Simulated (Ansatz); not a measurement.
We consider AlB2-type TmSi₂ (cell taken from a computed entry), described by r²SCAN-D4 in Ansatz (PAW).

Numerical settings: plane-wave cutoff 500 eV, 12×12×10 k mesh (along the axes of the cell as run), Fermi–Dirac smearing 0.05 eV, spin-polarised start, scalar-relativistic PAW data made under PBE.

Computed at the level's own relaxed cell.

Q: Predict the equilibrium volume per atom, lattice constant a and lattice parameter c.

A: 
equilibrium volume per atom: 18.31 Å³/atom
lattice constant a: 4.027 Å
lattice parameter c: 3.909 Å

Note: the magnetic order was assumed, not searched for or taken from measurement; the relaxation could not lower the start's symmetry, so the cell can be a saddle point above a distorted one; the 4f shell is treated without U or exact exchange, so its levels and filling can be wrong.

Spin–orbit coupling is not included.

Static lattice: no zero-point or thermal effects.

Ansatz is an electronic-structure program.
